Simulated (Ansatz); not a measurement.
O vacancy + N on the O site + N on the O site (V_O+N_O+N_O) in metastable polar orthorhombic HfO2 (the name describes the start): one set of geometries, relaxed with PBE, evaluated in Ansatz (PAW, plane waves to 420 eV, 500 eV under r2SCAN) with PBE, r2SCAN.

Cell and caveats: 96-site cell; 2×2×2 shifted k-points; start: the O(1) site; O(2) 2.55 Å away; O(1) 2.83 Å away; charged states image-corrected; no spin–orbit coupling; finite-size errors of tenths of an eV; relaxed from one start, so a lower configuration may exist; flagged in the runs: a host whose relaxation on this sampling wasn't shown to rest, a strain field that reaches the edge of the cell.

| quantity | PBE | r2SCAN |
|---|---|---|
| host gap (eV) | 4.36 | 4.88 |
| ε(+1/0) above the VBM (eV) | 1.19 | 1.58 |
| largest moment on one atom at charge +1 (μB) | 0.59 | 0.65 |
| neutral formation energy against N2 molecule in a box, O2 molecule in a box (eV) | 12.18 | 12.86 |

PBE narrows the gap by 0.52 eV against r2SCAN, the highest level run, and puts the level shown 0.39 eV lower above the valence-band maximum (from the rounded values).

Ansatz is an electronic-structure program.
